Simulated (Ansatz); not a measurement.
**How the equilibrium lattice constant a of SiC (model structure, started from the BN type, Pm-3n, No. 223, 12 atoms in the cell) moves with the method**

No measured value is used here.

```json
[
 {"level (code)": "LDA (Ansatz)", "value (Å)": "5.296"},
 {"level (code)": "PBE (Ansatz)", "value (Å)": "…"},
 {"level (code)": "PBEsol (Ansatz)", "value (Å)": "…"},
 {"level (code)": "PBE-D3(BJ) (Ansatz)", "value (Å)": "5.324"},
 {"level (code)": "r²SCAN (Ansatz)", "value (Å)": "5.322"},
 {"level (code)": "r²SCAN+rVV10 (Ansatz)", "value (Å)": "5.317"}
]
```

Question: What belongs in the gaps?

Answer: 
- PBE (Ansatz, a program for electronic structure), value (Å): 5.357
- PBEsol (Ansatz), value (Å): 5.331

Cutoffs differ between the levels. Ansatz's density-functional and Hartree–Fock values are scalar-relativistic unless marked +SOC, with PAW data made under PBE.

A model structure was made by putting elements into a prototype or built by hand; it is no filed structure, need not be a known phase, and can be a saddle point held by its symmetry.
